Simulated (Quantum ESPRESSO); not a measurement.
**Quick settings and what they miss: Li3Mg (I4/mmm, 4 atoms in the cell)**

Self-consistent single point.

```
Li3Mg
1.0
   -2.12923     2.12923     4.22130
    2.12923    -2.12923     4.22130
    2.12923     2.12923    -4.22130
Li Mg
3 1
Cartesian
  0.00000   0.00000   4.22130
  2.12923   0.00000   2.11065
  0.00000   2.12923   2.11065
  0.00000   0.00000   0.00000
```

Computed with LDA (PZ), GBRV 1.5 ultrasoft (LDA) pseudopotentials (plane waves; Quantum ESPRESSO).

Base settings: ecutwfc = 40 Ry; ecutrho = 200 Ry; occupations = smearing; smearing = fd; degauss = 0.0073499 Ry; potentials = {Li: li_lda_v1.4.uspp.F.UPF, Mg: mg_lda_v1.4.uspp.F.UPF}; K_POINTS = automatic 7 7 7 0 0 0; conv_thr = 1e-09 Ry; mixing_beta = 0.7.

Tight run (finer mesh or higher cutoff; not a proven limit): ecutwfc: 40 Ry → 56 Ry; ecutrho: 200 Ry → 280 Ry; conv_thr: 1e-09 Ry → 7.3e-11 Ry; K_POINTS: automatic 7 7 7 0 0 0 → automatic 10 10 10 0 0 0. It gave Fermi level (on the code's own zero) 2.31 eV; pressure -0.24 GPa.

Quick runs, as changes from the base:
- A: the base itself
- B: ecutwfc: 40 Ry → 28 Ry; ecutrho: 200 Ry → 140 Ry; conv_thr: 1e-09 Ry → 7.3e-06 Ry; K_POINTS: automatic 7 7 7 0 0 0 → automatic 8 8 8 0 0 0
- C: ecutwfc: 40 Ry → 20 Ry; ecutrho: 200 Ry → 100 Ry; smearing: fd → gauss; degauss: 0.0073499 Ry → 0.036749 Ry; conv_thr: 1e-09 Ry → 7.3e-06 Ry; K_POINTS: automatic 7 7 7 0 0 0 → automatic 4 4 4 0 0 0
- D: ecutwfc: 40 Ry → 20 Ry; ecutrho: 200 Ry → 100 Ry; K_POINTS: automatic 7 7 7 0 0 0 → automatic 2 2 2 0 0 0
- E: ecutrho: 200 Ry → 320 Ry; smearing: fd → cold; degauss: 0.0073499 Ry → 0.0099958 Ry; pseudopotentials: {Li: li_lda_v1.4.uspp.F.UPF, Mg: mg_lda_v1.4.uspp.F.UPF} → {Li: li_pbe_v1.4.uspp.F.UPF, Mg: Mg.pbe-n-kjpaw_psl.0.3.0.UPF}; K_POINTS: automatic 7 7 7 0 0 0 → automatic 4 4 4 0 0 0; input_dft: default → pbesol [PBEsol]
- F: ecutwfc: 40 Ry → 24 Ry; ecutrho: 200 Ry → 120 Ry; K_POINTS: automatic 7 7 7 0 0 0 → automatic 1 1 1 1 1 1

Energies are extrapolated to zero smearing width, which holds to low order in the width alone (under cold and Methfessel-Paxton smearing the free energy itself is taken).

Dashes: energy of E, another energy zero.

† marks runs with another functional, U, potentials or spin treatment: their distance from the tight run is not a convergence error alone.

The count of work is k-points × plane waves × bands × iterations; it is no time. 

The starting cell comes from a database of computed structures (which also holds hypothetical and non-ambient phases and stackings), without a prior relaxation at this level. Its lattice was rescaled by a random factor within 2.5 % of one.

| run | energy less tight (meV/atom) | pressure less tight (GPa) | count of work / tight |
|---|---|---|---|
| A | 0.7 | -0.02 | 0.24 |
| B | 97.8 | -6.99 | 0.11 |
| C | 2049.1 | -78.91 | 0.015 |
| D | 1988.9 | -79.82 | 0.0074 |
| E† | – | 1.31 | 0.042 |
| F | 125.4 | -26.00 | 0.0027 |

Among the runs at the tight run's level, the energy misses run from 0.7 to 2049.1 meV/atom.
